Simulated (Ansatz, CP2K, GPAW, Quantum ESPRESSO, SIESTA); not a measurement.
# One structure in several programs: SrAs2Ru2 (I4/mmm, 5 atoms in the cell)

Self-consistent single point, at a second geometry (lattice scaled by 0.98). First geometry:

```yaml
crystal:
  lattice:
    - [-2.08740, 2.08740, 5.70048]
    - [2.08740, -2.08740, 5.70048]
    - [2.08740, 2.08740, -5.70048]
  atoms:
    - { symbol: Sr, position: [0.00000, 0.00000, 0.00000] }
    - { symbol: As, position: [0.64322, 0.64322, 0.00000] }
    - { symbol: As, position: [0.35678, 0.35678, 0.00000] }
    - { symbol: Ru, position: [0.25000, 0.75000, 0.50000] }
    - { symbol: Ru, position: [0.75000, 0.25000, 0.50000] }
```

Shared settings, as Ansatz (a quantum-chemistry and plane-wave program) writes them: kpoints.mp_grid.grid = 6 6 6; scf.occupations.method = gaussian; scf.occupations.width = 0.05 eV. Potentials and cutoffs stand in the table.

```json
[
 {"code": "CP2K", "model": "LDA (Pade form), GPW, DZVP-MOLOPT-SR-GTH basis, GTH-PADE potentials (GTH_POTENTIALS)", "ΔF from the first geometry (meV/atom)": "-25.9", "pressure (GPa)": "0.80", "largest force (eV/Å)": "0.851", "cutoff": "grid 500 Ry"},
 {"code": "SIESTA", "model": "LDA PW92, numerical atomic orbitals DZP, PseudoDojo LDA standard norm-conserving potentials (rewritten from UPF to PSML)", "ΔF from the first geometry (meV/atom)": "43.6", "pressure (GPa)": "11.02", "largest force (eV/Å)": "1.738", "cutoff": "grid 350 Ry"},
 {"code": "Ansatz", "model": "LDA (PW92), PAW files made with PBE", "ΔF from the first geometry (meV/atom)": "-12.6", "pressure (GPa)": "2.45", "largest force (eV/Å)": "0.679", "cutoff": "default"},
 {"code": "Quantum ESPRESSO", "model": "LDA (PZ), GBRV 1.5 ultrasoft (LDA) pseudopotentials", "ΔF from the first geometry (meV/atom)": "-5.5", "pressure (GPa)": "3.59", "largest force (eV/Å)": "0.849", "cutoff": "40 Ry"},
 {"code": "GPAW", "model": "LDA (Perdew-Wang 92), GPAW PAW datasets LDA (gpaw-data 1.0.1)", "ΔF from the first geometry (meV/atom)": "-8.8", "pressure (GPa)": "2.90", "largest force (eV/Å)": "0.732", "cutoff": "550 eV"}
]
```

On Ansatz's run: spin polarisation is off.

The spread over the programs that give each value: ΔF from the first geometry within 69.5 meV/atom; pressure within 10.22 GPa; largest force within 1.059 eV/Å.

CP2K and SIESTA use small atom-centred bases, whose incompleteness enters pressures, forces and empty levels differently from a plane-wave cutoff. Ansatz's pressure is given at a fixed set of plane waves, as the other plane-wave codes print theirs; with its correction for the finite basis it is 2.56 GPa. The same LDA comes in different parametrisations, which differ slightly. In the pressure, CP2K (by 2.10) and SIESTA (by 8.12) lie more than 1 GPa from the median of the plane-wave programs. In the force vectors, CP2K (by 0.119), SIESTA (by 1.006) and Quantum ESPRESSO (by 0.117) lie more than 0.08 eV/Å from the median of the plane-wave programs.

The starting cell comes from a database of computed structures (which also holds hypothetical and non-ambient phases and stackings), without a prior relaxation at this level. For this run, on top of that: lattice scaled by 0.98.

Left out of this page: Elk (not drawn, or without a comparable value); FLEUR (with a known weakness of the program).

Keys are those of Ansatz 0.2.
